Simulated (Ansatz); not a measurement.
TiPt3, pressure series

The reference is TiPt3 (space group P6_3/mmc, No. 194; a = 5.520 Å, c = 8.991 Å; a cell from a computed database, its experimental status unchecked).

Cell and atoms are relaxed at each pressure.

Level of theory: PBEsol (Ansatz, an electronic-structure program; PAW; 420 eV plane waves; no spin-orbit coupling).

```csv
pressure (GPa),volume per atom (Å³/atom)
-2,14.941
-1,14.883
0,14.826
0.3,14.809
0.7,?
1.5,14.744
5,14.561
7.5,14.439
10,14.322
```

Problem. Fit the third-order Birch–Murnaghan form P(V) = (3B₀/2)[(V₀/V)^(7/3) − (V₀/V)^(5/3)]·[1 + (3/4)(B₀′ − 4)((V₀/V)^(2/3) − 1)] (squares taken in P) to the rows shown and predict the withheld row.

Solution. Least squares on the printed values gives V₀ = 14.826 Å³/atom, B₀ = 265 GPa, B₀′ = 5.1; this predicts 14.787 Å³/atom, and the run gives 14.787 Å³/atom, in agreement.

Load acts through the strain it causes; cell and atoms are relaxed under it. Stability against distortions was not tested. No other phases were tried under pressure. The final runs are not spin-polarised.
